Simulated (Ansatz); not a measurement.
**Response to strain in KTaO3**

The parent structure is KTaO₃ in the cubic perovskite structure (space group Pm-3m, No. 221; a = 4.0244 Å).

Strains are applied to the cell and any free atomic positions relax.

Method: plane-wave PAW DFT at the PBE level (Ansatz, a program for electronic structure, 420 eV), without spin-orbit coupling.

```
isotropic strain (%)  band gap (eV)
--------------------  -------------
-3                             2.36
-2.4                              ?
-1.8                           2.28
-1.2                           2.24
-0.6                           2.20
0                              2.16
```

Q: Fit E_g = E₀ + Dε (ε in %) to the rows shown and predict the withheld row.

A: Least squares on the printed values gives E₀ = 2.16 eV, D = -66.7 meV per % of strain (largest residual 0.00 eV); this predicts 2.32 eV, and the run gives 2.33 eV, in agreement.

Spin-orbit coupling, missing from the scalar runs, can matter with Ta. Stability against distortions was not tested.
